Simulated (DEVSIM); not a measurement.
Structure: Co/SiO2/p-GaSb capacitor, at 300 K.

```csv
layer (left to right),material,thickness (nm),Na (cm⁻³)
1,SiO2,1.00,-
2,GaSb,440,1.9e18
```

Metal gate on the left, work function 5 eV. Fixed charge at the semiconductor interface 0 cm⁻² (in units of +e); no interface traps.

Constants are typed, rounded textbook-type inputs, not results; the design itself was drawn at random and stands for no fabricated device. Values at 300 K; Nc and Nv go as T^1.5, mobilities as T to minus their exponent, the gap by Varshni's rule with the affinity fixed.

```tsv
parameter	SiO2	GaSb
gap (eV)	9	0.726
affinity (eV)	0.9	4.06
permittivity	3.9	15.7
Nc (cm⁻³)	-	2.1e17
Nv (cm⁻³)	-	1.8e19
Varshni α (eV/K)	-	0.00042
Varshni β (K)	-	140
```

DEVSIM, 1D Poisson equation in equilibrium, Boltzmann statistics, complete ionisation; no quantum confinement or tunnelling. Metal contacts follow the ideal Schottky-Mott rule: no Fermi-level pinning, no interface dipoles.

Base results: flat-band voltage (V) 0.27; minimum of the low-frequency capacitance (μF/cm²) 0.517.

**Question.** What follows from this one change: temperature 300 → 400 K?

**Answer.** flat-band voltage 0.27 → 0.34 V; minimum of the low-frequency capacitance 0.517 → 0.564 μF/cm².

**Question.** What follows from this one change: fixed charge 0 → -3.15e+12 cm^-2?

**Answer.** flat-band voltage 0.27 → 0.42 V; minimum of the low-frequency capacitance little changed (0.517 μF/cm²).

**Question.** What follows from this one change: interface trap density 0 → 1e+11 cm^-2 eV^-1?

**Answer.** flat-band voltage little changed (0.27 V); minimum of the low-frequency capacitance 0.517 → 0.529 μF/cm².
